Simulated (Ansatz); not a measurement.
Consider Ag₂O (space group Pn-3m, No. 224; a = 4.7067 Å).

The values are results of PBEsol/PAW in Ansatz (a first-principles code), scalar-relativistic without spin-orbit coupling, not measurements.

It is then changed as follows: cell and atoms relaxed at a pressure of 22.5 GPa.

**Question.** What happens to the electron mass and hole mass?

**Answer.** The electron mass amounts to 0.68 mₑ (at Γ); the hole mass (degenerate bands, along [100]) amounts to 0.082, 1.7, 1.7 mₑ (at Γ).

The levels and masses belong to the bands next to the band gap. Load acts through the strain it causes; cell and atoms are relaxed under it. Masses are band curvatures over ±0.01 Å⁻¹ around the edge. No phonon test of stability was made. Competing high-pressure phases were not computed. No Hubbard U is applied, and correlation can decide whether such a compound is a metal. The final runs are not spin-polarised.
